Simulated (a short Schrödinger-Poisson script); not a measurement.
Stack: MOS inversion layer, SiO2 on p-type GaAs, at 300 K.

```tsv
layer	material	thickness (nm)	Na (cm⁻³)
1	SiO2	2.9	-
2	GaAs	1000	2.4e17
```

Constants are typed, rounded textbook-type inputs, not results; the design itself was drawn at random and stands for no fabricated device. SiO2: permittivity 3.9, conduction-band edge (eV) 3.17, gap (eV) 9, electron mass (mₑ) 0.5. GaAs: permittivity 12.9, conduction-band edge (eV) 0, gap (eV) 1.424, Nv at 300 K (cm⁻³) 9e18.

Channel valleys (confinement mass, in-plane density-of-states mass, number): Γ 0.067, 0.067, 1. At the gate the conduction-band edge of layer 1 lies 3.39 eV − eVg above the Fermi level of the channel; the field vanishes at the back. Gaps are held at their typed values at every temperature. Mesh 0.03 nm at interfaces.

Solved with a short Schrödinger-Poisson script written for these runs: 1D Poisson equation in equilibrium, electrons quantum, Hartree (BenDaniel-Duke, 12 states a valley, the channel's in-plane mass for all, wave functions ending at the dielectric), parabolic valleys, classical holes, full ionisation, no traps, pinning or gate leakage.

The same stack at other levels of the model or other numerical settings:

```json
[
 {"run": "base", "sheet density of all electrons at Vg = 2 V (cm⁻²)": "6.26e12", "sheet density of all electrons at Vg = 0.8 V (cm⁻²)": "4.91e11", "capacitance at Vg = 2 V (μF/cm²)": "0.833", "centroid of the channel electrons at Vg = 2 V (nm)": "3.54", "rough cost against the base": "about 1"},
 {"run": "electrons treated as classical, Boltzmann", "sheet density of all electrons at Vg = 2 V (cm⁻²)": "9.71e12", "sheet density of all electrons at Vg = 0.8 V (cm⁻²)": "…", "capacitance at Vg = 2 V (μF/cm²)": "1.15", "centroid of the channel electrons at Vg = 2 V (nm)": "0.46", "rough cost against the base": "0.05"},
 {"run": "electrons treated as classical, Fermi-Dirac", "sheet density of all electrons at Vg = 2 V (cm⁻²)": "…", "sheet density of all electrons at Vg = 0.8 V (cm⁻²)": "9.35e11", "capacitance at Vg = 2 V (μF/cm²)": "0.885", "centroid of the channel electrons at Vg = 2 V (nm)": "2.27", "rough cost against the base": "0.3"},
 {"run": "electrons treated as quantum, Hartree plus LDA exchange-correlation", "sheet density of all electrons at Vg = 2 V (cm⁻²)": "6.40e12", "sheet density of all electrons at Vg = 0.8 V (cm⁻²)": "5.41e11", "capacitance at Vg = 2 V (μF/cm²)": "0.839", "centroid of the channel electrons at Vg = 2 V (nm)": "…", "rough cost against the base": "2"},
 {"run": "mesh six times as coarse", "sheet density of all electrons at Vg = 2 V (cm⁻²)": "6.26e12", "sheet density of all electrons at Vg = 0.8 V (cm⁻²)": "4.92e11", "capacitance at Vg = 2 V (μF/cm²)": "0.833", "centroid of the channel electrons at Vg = 2 V (nm)": "3.54", "rough cost against the base": "0.2"},
 {"run": "one subband a valley", "sheet density of all electrons at Vg = 2 V (cm⁻²)": "6.13e12", "sheet density of all electrons at Vg = 0.8 V (cm⁻²)": "4.90e11", "capacitance at Vg = 2 V (μF/cm²)": "0.800", "centroid of the channel electrons at Vg = 2 V (nm)": "3.25", "rough cost against the base": "0.7"}
]
```

Task: Fill in the missing entries.

Result: 
- electrons treated as classical, Boltzmann, sheet density of all electrons at Vg = 0.8 V (cm⁻²): 1.38e12
- electrons treated as classical, Fermi-Dirac, sheet density of all electrons at Vg = 2 V (cm⁻²): 7.12e12
- electrons treated as quantum, Hartree plus LDA exchange-correlation, centroid of the channel electrons at Vg = 2 V (nm): 3.48

The classical rows ignore confinement, and Boltzmann statistics overrate the density once the band edge passes the Fermi level.

Above a few 1e12 electrons/cm² a light Γ valley is non-parabolic and upper valleys begin to fill, which the model leaves out.
